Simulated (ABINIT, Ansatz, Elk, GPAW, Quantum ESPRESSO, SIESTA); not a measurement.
# Code comparison for TiAl₃ (Pmm2, 4 atoms in the cell)

Self-consistent single point, at a second geometry (lattice scaled by 0.98). First geometry:

```
TiAl3
1.0
    2.83968     0.00000     0.00000
    0.00000     4.68126     0.00000
    0.00000     0.00000     4.90074
Ti Al
1 3
Direct
  0.00000   0.50000   0.16592
  0.50000   0.50000   0.66727
  0.50000   0.00000   0.33091
  0.00000   0.00000   0.83590
```

Shared settings, as Ansatz (a quantum-chemistry and plane-wave program) writes them: kpoints.mp_grid.grid = 12 7 7; scf.occupations.method = fermi_dirac; scf.occupations.width = 0.1 eV. Potentials and cutoffs stand in the table.

| code | model | ΔF from the first geometry (meV/atom) | pressure (GPa) | largest force (eV/Å) | cutoff |
|---|---|---|---|---|---|
| Ansatz | LDA (PW92), PAW files made with PBE | -12.9 | 1.01 | 0.057 | default |
| ABINIT | LDA (PW92), norm-conserving pseudopotentials (PseudoDojo nc-sr-04 LDA standard) | -14.4 | 0.73 | 0.053 | 42 Ha |
| Quantum ESPRESSO | LDA (PZ), GBRV 1.5 ultrasoft (LDA) pseudopotentials | -13.0 | 1.01 | 0.054 | 50 Ry |
| Elk | LDA (PW92), all-electron FP-LAPW, Elk's shipped species files, LAPW+lo basis | -12.7 | – | – | rgkmax 8 |
| SIESTA | LDA PW92, numerical atomic orbitals DZP, PseudoDojo LDA standard norm-conserving potentials (rewritten from UPF to PSML) | -18.8 | -0.12 | 0.057 | grid 350 Ry |
| GPAW | LDA (Perdew-Wang 92), GPAW PAW datasets LDA (gpaw-data 1.0.1) | -10.8 | 1.36 | 0.051 | 850 eV |

Size of the force on each atom (eV/Å): Sizes of forces hide their directions.

```tsv
code	Ti1	Al2	Al3	Al4
Ansatz	0.052	0.007	0.002	0.057
ABINIT	0.053	0.006	0.008	0.051
Quantum ESPRESSO	0.054	0.005	0.005	0.053
SIESTA	0.044	0.006	0.006	0.057
GPAW	0.051	0.007	0.011	0.048
```

A dash marks a value that a program does not give, or that is left out as unsure.

On Ansatz's run: spin polarisation is off.

The spread over the programs that give each value: ΔF from the first geometry within 8.0 meV/atom; pressure within 1.48 GPa; largest force within 0.006 eV/Å.

SIESTA uses small atom-centred bases, whose incompleteness enters pressures, forces and empty levels differently from a plane-wave cutoff. Elk treats all electrons, but the usual bases taken here (sphere radii, linearisation, local orbitals, empty states) were not tested for convergence, so the values are no reference for the others. Ansatz's pressure is given at a fixed set of plane waves, as the other plane-wave codes print theirs. The same LDA comes in different parametrisations, which differ slightly. In the pressure, SIESTA (by 1.13) lies more than 1 GPa from the median of the plane-wave programs.

The starting cell comes from a database of computed structures (which also holds hypothetical and non-ambient phases and stackings), without a prior relaxation at this level. For this run, on top of that: lattice scaled by 0.98.

Keys are those of Ansatz 0.2.
